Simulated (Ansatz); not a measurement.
**Smallest direct gap on the k points sampled of Ta₂O₅ (within 0.1 Å of C2/m, No. 12, 7 atoms in the cell; start mp-1179062) at several levels of theory**

No measured value is used here.

| level (code) | value (eV) |
|---|---|
| LDA (Ansatz) | 3.32 |
| PBEsol (Ansatz) | 3.38 |
| PBEsol+SOC (Ansatz) | 3.35 |
| r²SCAN (Ansatz) | 3.88 |
| r²SCAN+SOC (Ansatz) | (withheld) |
| HSE06 (Ansatz) | 4.91 |
| HSE06+SOC (Ansatz) | (withheld) |
| PBE0 (Ansatz) | (withheld) |
| r²SCAN0 (Ansatz) | 6.00 |

**Question.** Complete the blanks.

**Answer.** 
- r²SCAN+SOC (Ansatz, a program for electronic structure), value (eV): 3.85
- HSE06+SOC (Ansatz), value (eV): 4.89
- PBE0 (Ansatz), value (eV): 5.67

At these levels the smallest gap is indirect and lower: LDA 3.16, PBEsol 3.22, PBEsol+SOC 3.20, r²SCAN 3.73, r²SCAN+SOC 3.70, HSE06 4.75, HSE06+SOC 4.72, PBE0 5.50, r²SCAN0 5.83 eV. Computed values are for a static lattice. Spin–orbit coupling is included only where a level's name says +SOC; with heavier elements it mostly lowers gaps and can invert bands.  Values are at the PBEsol cell. Cutoffs and k meshes differ between the levels. Ansatz's density-functional and Hartree–Fock values are scalar-relativistic unless marked +SOC, with PAW data made under PBE.

A start named mp-… is a Materials Project structure, which need not be a measured phase.
